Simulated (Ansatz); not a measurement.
Terminations of the (110) surface of bcc Nb, measured from the surface 'clean 1x1'. Atoms come from or go to: Ag: fcc Ag, Co: hcp Co, ferromagnetic, Cr: bcc Cr, antiferromagnetic, Ga: alpha gallium, I: ½ I2(g), Nb: bcc Nb, Pd: fcc Pd, Si: silicon, Sn: beta tin, Zr: hcp Zr. ΔE is the energy of forming the row's surface from that one (negative: more stable at these reservoirs); the vacuum level's shift is aligned on the shared bottom. No zero-point or thermal terms. These are constructed structures in small cells; real faces may alloy, dewet or reconstruct in larger ones, and not all known structures of the face are among them. Slabs of about 12 Å with all that they carry, Fermi-Dirac smearing of 0.1 eV. Bottom of the slabs: a bare face, its two planes held. Relaxed from the named starts with such symmetry as they have, on meshes of like density; energies extrapolated to zero smearing; no spin-orbit coupling, no U. Spin-polarised runs, if any, are marked in brackets, and their order is one that fits the cell; the others ran without spin. A dash marks a value that is undefined for that row (no clear gap, or no work function of a gapped slab) or was not read reliably on its mesh.

The numbers are results of PBE (plane waves to 420 eV, PAW; Ansatz, an electronic-structure program), not measurements.

| surface | atoms added per 1x1 | ΔE per 1x1 (eV) | shift of the vacuum level (eV) | work function (eV) |
|---|---|---|---|---|
| a cell of two sites (a+b, b-a) surface alloy, Ga on one Nb site of the top plane | +0.5 Ga, -0.5 Nb | -0.54 | -0.23 | 4.25 |
| a pseudomorphic layer of Pd in the host's stacking | +1 Pd | -0.97 | -0.20 | 4.29 |
| a cell of two sites (a+b, b-a) surface alloy, Si on one Nb site of the top plane | -0.5 Nb, +0.5 Si | (withheld) | -0.47 | 4.01 |
| a cell of two sites (a+b, b-a) layer of Sn, one a cell, on the site that continues the host's stacking | +0.5 Sn | (withheld) | 0.20 | 4.68 |
| one added row of Nb in 4 | +0.25 Nb | 0.22 | -0.54 | 3.95 |
| a layer of Cr in place of the second plane (1 Nb–Nb bonds formed) [spin start, no net moment] | +1 Cr, -1 Nb | 0.37 | -0.05 | 4.44 |
| a layer of Ga in place of the second plane | +1 Ga, -1 Nb | -0.14 | 0.42 | 4.91 |
| a pseudomorphic layer of Zr in the host's stacking | +1 Zr | (withheld) | -0.19 | 4.30 |
| a layer of Ag in place of the second plane | +1 Ag, -1 Nb | (withheld) | 0.30 | 4.79 |
| a layer of Co in place of the third plane [spin, 0.7 μB a cell] | +1 Co, -1 Nb | 0.12 | 0.11 | 4.57 |
| p(2x2) layer of I, one a cell, on the site that continues the host's stacking | +0.25 I | -0.67 | -0.60 | 3.89 |
| a layer of Co in place of the second plane [spin, 0.8 μB a cell] | +1 Co, -1 Nb | 0.33 | 0.03 | 4.53 |

**Question.** Fill in the missing entries.

**Answer.** 
- a cell of two sites (a+b, b-a) surface alloy, Si on one Nb site of the top plane, ΔE per 1x1 (eV): -0.71
- a cell of two sites (a+b, b-a) layer of Sn, one a cell, on the site that continues the host's stacking, ΔE per 1x1 (eV): -0.46
- a pseudomorphic layer of Zr in the host's stacking, ΔE per 1x1 (eV): -0.09
- a layer of Ag in place of the second plane, ΔE per 1x1 (eV): 0.76
